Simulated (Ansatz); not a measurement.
For TiSi2 (model structure, started from the C49 type, Cmcm, No. 63, 6 atoms in the cell), PBE (Ansatz, a first-principles code, PAW) gives:

```
Property                              Value
---------------------------  --------------
equilibrium volume per atom   14.35 Å³/atom
formation enthalpy           -0.566 eV/atom
```

Q: What does PBE-D3(BJ) in Ansatz (plane waves, PAW) give for the same quantities?

A: 
- equilibrium volume per atom: 13.68 Å³/atom (drops by 4.7 %)
- formation enthalpy: -0.690 eV/atom (moves by -0.124 eV/atom)

Changes are worked out from the printed values.

Unless a cell is named, each level is at its own relaxed cell (PBE 14.35, PBE-D3(BJ) 13.68 Å³/atom).

Caveats: the relaxation could not lower the start's symmetry, so the cell can be a saddle point above a distorted one (PBE). Ansatz's density-functional and Hartree–Fock values are scalar-relativistic unless marked +SOC, with PAW data made under PBE.

A model structure was made by putting elements into a prototype or built by hand; it is no filed structure, need not be a known phase, and can be a saddle point held by its symmetry.
